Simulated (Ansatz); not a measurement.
# BaTiO3: uniaxial strain ε_zz = +0.60 %

Start from BaTiO₃ in the cubic perovskite structure (space group Pm-3m, No. 221; a = 3.935 Å). Axes: x, y, z lie along the cube axes.

Perturbation: uniaxial strain ε_zz = +0.60 %, all other strain components held at zero, atoms relaxed at fixed cell.

Method: plane-wave PAW DFT at the LDA level (Ansatz, a first-principles code, 420 eV), no SOC. Γ-centred 8×8×8 mesh, Fermi–Dirac width 0.05 eV.

The space group goes from Pm-3m (No. 221) to P4/mmm (No. 123) and the shortest interatomic distance stays 1.967 Å. The energy goes up by 0.5 meV/atom and the pressure (mean of the normal stresses, compression positive) decreases by 1.145 GPa to -1.15 GPa. The band gap falls by 0.03 eV, from 1.83 eV to 1.80 eV and the gap character is indirect, A → Γ. The smallest direct gap drops by 0.01 eV, from 1.87 eV to 1.86 eV and the stress (xx, yy, zz, yz, xz, xy; compression positive) comes out as (-0.71, -0.71, -2.04, 0.00, 0.00, 0.00) GPa.

No phonon test of stability was made. All final runs are without spin polarisation. Many cubic perovskites are stable only at high temperature; tilts and polar distortions were not tested. This is not the structure that BaTiO3 has at room temperature and ambient pressure. k-point labels follow each cell's own Brillouin zone.
